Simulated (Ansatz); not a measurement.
Results of r²SCAN in Ansatz (PAW) for In2Si2O7 (Fd-3m, No. 227, 22 atoms in the cell; start mp-19784).

Settings: plane-wave cutoff 560 eV, 6×6×6 k mesh, Fermi–Dirac smearing 0.01 eV, scalar-relativistic PAW data made under PBE.

Cell (relaxed with PBEsol):

```yaml
crystal:
  lattice:
    - [0.00000, 4.72356, 4.72356]
    - [4.72356, 0.00000, 4.72356]
    - [4.72356, 4.72356, 0.00000]
  atoms:
    - { symbol: In, position: [0.12500, 0.12500, 0.12500] }
    - { symbol: In, position: [0.62500, 0.12500, 0.12500] }
    - { symbol: In, position: [0.12500, 0.12500, 0.62500] }
    - { symbol: In, position: [0.12500, 0.62500, 0.12500] }
    - { symbol: Si, position: [0.62500, 0.62500, 0.62500] }
    - { symbol: Si, position: [0.12500, 0.62500, 0.62500] }
    - { symbol: Si, position: [0.62500, 0.62500, 0.12500] }
    - { symbol: Si, position: [0.62500, 0.12500, 0.62500] }
    - { symbol: O, position: [0.69642, 0.69642, 0.30358] }
    - { symbol: O, position: [0.94642, 0.94642, 0.55358] }
    - { symbol: O, position: [0.30358, 0.30358, 0.69642] }
    - { symbol: O, position: [0.55358, 0.55358, 0.94642] }
    - { symbol: O, position: [0.30358, 0.69642, 0.69642] }
    - { symbol: O, position: [0.55358, 0.94642, 0.94642] }
    - { symbol: O, position: [0.69642, 0.30358, 0.30358] }
    - { symbol: O, position: [0.94642, 0.55358, 0.55358] }
    - { symbol: O, position: [0.69642, 0.30358, 0.69642] }
    - { symbol: O, position: [0.94642, 0.55358, 0.94642] }
    - { symbol: O, position: [0.30358, 0.69642, 0.30358] }
    - { symbol: O, position: [0.55358, 0.94642, 0.55358] }
    - { symbol: O, position: [0.00000, 0.00000, 0.00000] }
    - { symbol: O, position: [0.25000, 0.25000, 0.25000] }
```

### Question
Estimate the band gap and smallest direct gap on the k points sampled that the calculation returns.

### Answer

- band gap: 2.64 eV
- smallest direct gap on the k points sampled: 3.13 eV

Note: cell and atoms aren't relaxed at this level (largest force component 0.08 eV/Å, pressure -1.4 GPa).

Spin–orbit coupling is not included.

The computed numbers hold no vibrational or temperature effects.

A start named mp-… is a Materials Project structure, which need not be a measured phase.

Ansatz is an electronic-structure program.
